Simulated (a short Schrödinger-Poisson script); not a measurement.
System: symmetric double-gate stack, HfO2 on p-type In0.53Ga0.47As, at 77 K.

| layer | material | thickness (nm) | Na (cm⁻³) |
|---|---|---|---|
| 1 | HfO2 | 12.9 | - |
| 2 | In0.53Ga0.47As | 6 | 3e16 |
| 3 | HfO2 | 12.9 | - |

The device is made up for the run: typed textbook-type constants, with dimensions and the other settings drawn at random. HfO2: permittivity 22, conduction-band edge (eV) 2.01, gap (eV) 5.7, electron mass (mₑ) 0.2. In0.53Ga0.47As: permittivity 13.9, conduction-band edge (eV) 0, gap (eV) 0.74, Nv at 300 K (cm⁻³) 7.7e18.

Channel valleys (confinement mass, in-plane density-of-states mass, number): Γ 0.041, 0.041, 1. At the gates, both at one voltage, the conduction-band edge of layer 1 lies 2.39 eV − eVg above the Fermi level of the channel. Gaps are held at their typed values at every temperature. Mesh 0.03 nm at interfaces.

Solved with a short Schrödinger-Poisson script written for these runs: 1D Poisson equation in equilibrium, electrons quantum, Hartree (BenDaniel-Duke, 12 states a valley, the channel's in-plane mass for all, wave functions ending at the dielectric), parabolic valleys, classical holes, full ionisation, no traps, pinning or gate leakage.

Question: List the lowest subbands of each valley and their electrons at Vg = 1.8 V.

Answer: 
```tsv
valley	subband	energy from the Fermi level (meV)	electrons (cm⁻²)	share (%)
Γ	0	-553.5	9.48e12	100.0
Γ	1	187.5	< 1e6	0.0
```

All electrons: 9.48e12 cm⁻². Above a few 1e12 electrons/cm² a light Γ valley is non-parabolic and upper valleys begin to fill, which the model leaves out.
